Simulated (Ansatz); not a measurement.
## BiPd under a change: uniaxial stress, 5 GPa compression along x

Take BiPd in the NiAs type structure (space group P6_3/mmc, No. 194; a = 4.2629 Å, c = 5.6208 Å; relaxed with 0.1 eV smearing) as the base. Axes: x lies along a and z along c of the hexagonal cell.

It is then changed as follows: uniaxial stress, 5 GPa compression along x; all other stress components relax to zero.

Calculations: Ansatz (an electronic-structure program), PBEsol, PAW, cutoff 420 eV, no spin-orbit coupling. Settings: 16×16×10 k-points, 0.1 eV Fermi–Dirac smearing.

```tsv
quantity	base	changed	shift
space group	P6_3/mmc (No. 194)	Cmcm (No. 63)	–
shortest interatomic distance	2.810 Å	2.830 Å	+0.020 Å
energy relative to the base (free energy F)	0 meV/atom	+94 meV/atom	+94 meV/atom
band gap	zero	zero	–
strain response (xx, yy, zz)	–	(−21.78, +11.29, +9.90) %	–
```

Beyond what the load breaks, stability against distortions was not tested. All final runs are without spin polarisation. Under uniaxial stress, 5 GPa compression along x atoms moved by over 0.3 Å (layers or molecules slid or turned), so the response is not a plain elastic one. Under uniaxial stress, 5 GPa compression along x the cell changed shape so far that it is another structure.
